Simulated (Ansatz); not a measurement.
A computed series for hypothetical zinc blende KCl: element substitutions

The reference is KCl in the zinc blende structure (space group F-43m, No. 216; a hypothetical phase, not in the database extracts checked).

```
CELL_PARAMETERS angstrom
      0.00000     3.53444     3.53444
      3.53444     0.00000     3.53444
      3.53444     3.53444     0.00000
ATOMIC_POSITIONS crystal
  Cl 0.75000 0.75000 0.75000
  K  0.00000 0.00000 0.00000
```

Each row replaces one element on all its sites; cell and atoms are relaxed.

Levels (all Ansatz, a quantum-chemistry and plane-wave program, PAW): PBE (420 eV, scalar-relativistic without spin-orbit coupling); PBEsol (420 eV, no spin-orbit coupling).

The base cell above is that of PBE; each level relaxes its own structures.

```tsv
case	shift of the gap caused by the change, PBE	shift of the gap caused by the change, PBEsol
K → Li	+1.23 eV	+1.04 eV
K → Cs	-0.40 eV	-0.37 eV
Cl → Br	-0.49 eV	___
Cl → I	-0.83 eV	___
```

Problem. Some entries are withheld; estimate them.

Solution. 
- Cl → Br, shift of the gap caused by the change, PBEsol: -0.51 eV
- Cl → I, shift of the gap caused by the change, PBEsol: -0.87 eV

The two levels differ by at most about 0.19 eV. They put the cases in the same order.

With I present, leaving out spin-orbit coupling can change the band edges. Stability against distortions was not tested. As relaxed here, LiCl, CsCl, KBr and KI are hypothetical phases, not in the database extracts checked.
